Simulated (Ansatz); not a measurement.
Band structure of MgO (Fm-3m, 2 atoms in the cell).

```
MgO
1.0
    0.00000     2.10500     2.10500
    2.10500     0.00000     2.10500
    2.10500     2.10500     0.00000
Mg O
1 1
Direct
  0.00000   0.00000   0.00000
  0.50000   0.50000   0.50000
```

Computed with PBE (plane waves, PAW; Ansatz, a first-principles code).

Settings: kpoints.mp_grid.grid = 7 7 7; hamiltonian.xc = pbe; hamiltonian.pseudopotentials = {kind: paw} (the program's default PAW files); scf.occupations.method = fermi_dirac; scf.occupations.width = 0.01 eV; kpoints.band_path.npoints = 8.

The starting cell has typed, rounded lattice constants, without a prior relaxation at this level.

Predict the gap along the standard path and the places of the band edges.

The gap along the path is 4.76 eV, direct at Γ to within 0.01 eV.

Levels in eV from the top of the valence band on the path, bands 5 to 11:
```csv
point,5,6,7,8,9,10,11
Γ,-17.26,0.00,0.00,0.00,4.76,15.83,15.83
X,-15.72,-4.06,-1.34,-1.34,9.15,10.01,13.12
W,-15.65,-2.94,-2.94,-1.77,11.67,11.67,12.20
K,-15.69,-3.47,-2.70,-1.14,10.12,11.81,12.55
L,-15.94,-4.61,-0.65,-0.65,7.93,12.63,16.36
U,-15.69,-3.47,-2.70,-1.14,10.12,11.81,12.55
```

Keys are those of Ansatz 0.2.
